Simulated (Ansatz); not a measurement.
Consider ZnO in the wurtzite structure (space group P6_3mc, No. 186; a = 3.2795 Å, c = 5.2937 Å). Axes: x lies along a and z along c of the hexagonal cell.

The values are results of PBE (Ansatz, a first-principles code), spin-orbit coupling left out, not measurements.

Strains are applied to the cell and any free atomic positions relax.

One change was made to it. Results:

| quantity | base | after |
|---|---|---|
| pressure (mean of the normal stresses, compression positive) | 0.00 GPa | 0.78 GPa |
| band gap | 0.74 eV | 0.76 eV |
| shortest interatomic distance | 1.999 Å | 1.995 Å |
| gap character | direct at Γ | direct at Γ |

**Question.** Which of these changes matches the shifts?
A. uniaxial strain ε_zz = −2.40 %
B. uniaxial strain ε_zz = −1.80 %
C. uniaxial strain ε_zz = −0.60 %

**Answer.** C, uniaxial strain ε_zz = −0.60 %. For comparison, the pressure in the other runs: uniaxial strain ε_zz = −1.80 % gives 2.39 GPa; uniaxial strain ε_zz = −2.40 % gives 3.23 GPa.

No phonon test of stability was made.
